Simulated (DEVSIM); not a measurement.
Device: illuminated Si n-on-p cell, one wavelength, at 300 K.

Layer 1 from the left is Si, thickness (μm) 0.200, Nd (cm⁻³) 1.8e18, τn (s) 2.4e-7, τp (s) 4.5e-8, absorption coefficient (cm⁻¹) 2400. Layer 2 from the left is Si, thickness (μm) 10.0, Na (cm⁻³) 2.9e17, τn (s) 1.6e-6, τp (s) 1.6e-6, absorption coefficient (cm⁻¹) 2400.

Left contact: ohmic, minority hole recombination velocity 20 cm/s. Right contact: ohmic, minority electron recombination velocity 2e5 cm/s. Voltage is applied to the left contact. Recombination: SRH at mid-gap, radiative, Auger. Light enters at the left, 2.8e16 photons cm⁻² s⁻¹, one pass, no reflection. Mobility is μmin + (μ − μmin)/(1 + (N/Nref)^α).

The device is made up for the run: typed textbook-type constants, with dimensions and the other settings drawn at random. Values at 300 K.

Si: gap (eV) 1.124, affinity (eV) 4.05, permittivity 11.7, Nc (cm⁻³) 2.86e19, Nv (cm⁻³) 3.1e19, μn (cm²/Vs) 1417, μp (cm²/Vs) 470, μn,min 52, μp,min 45, Nref,n 9.7e16, Nref,p 2.2e17, αn 0.68, αp 0.72, B (cm³/s) 4.7e-15, Cn (cm⁶/s) 2.8e-31, Cp (cm⁶/s) 9.9e-32.

Model (solved in DEVSIM): 1D drift-diffusion, Boltzmann statistics, complete ionisation; no tunnelling, impact ionisation, image-force lowering or self-heating.

Task: What does the simulation give for the open-circuit voltage, the potential step across the device at zero bias, the largest field in the device at zero bias, the short-circuit current?

Result: open-circuit voltage 0.569 V; potential step across the device at zero bias 0.932 V; largest field in the device at zero bias 260000 V/cm; short-circuit current 2.95 mA/cm².
